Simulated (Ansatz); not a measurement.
Base system: Ag in the fcc (Cu type) structure (space group Fm-3m, No. 225; a = 4.149 Å).

Levels (all Ansatz, a first-principles code, PAW, earlier PAW set): PBE (420 eV, no spin-orbit coupling); r2SCAN (500 eV, scalar-relativistic without spin-orbit coupling).

The geometry is relaxed with PBE.

```
Property        Value
------------  -------
PBE pressure  0.0 GPa
```

Q: Predict the pressure from r2SCAN.

A: The pressure goes from zero to -3.0 GPa.

Single points use the geometry relaxed with PBE. Their cutoffs differ, which shifts pressures a little. Whether these cells are dynamically stable was not tested.
